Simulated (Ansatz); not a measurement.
Given:

```xyz
2
Lattice="0.0000 3.1446 3.1760 3.1446 0.0000 3.1760 3.1446 3.1446 0.0000" Properties=species:S:1:pos:R:3 pbc="T T T"
Sn     0.0000     0.0000     0.0000
Te     3.1446     3.1446     3.1760
```

No spin polarisation.

The values are results of Ansatz (a program for electronic structure) PBEsol, no spin-orbit coupling, not measurements. Γ-centred 13×13×13 mesh, Fermi–Dirac width 0.05 eV.

**Question.** Predict the pressure (mean of the normal stresses, compression positive).

**Answer.** -0.45 GPa.

**Question.** Estimate the space group.

**Answer.** I4/mmm (No. 139).

The cells carry an imposed strain or load. Whether these cells are dynamically stable was not tested. The cell was made from SnTe in the rock salt structure (space group Fm-3m, No. 225) by this change: uniaxial strain ε_zz = +1.00 %.
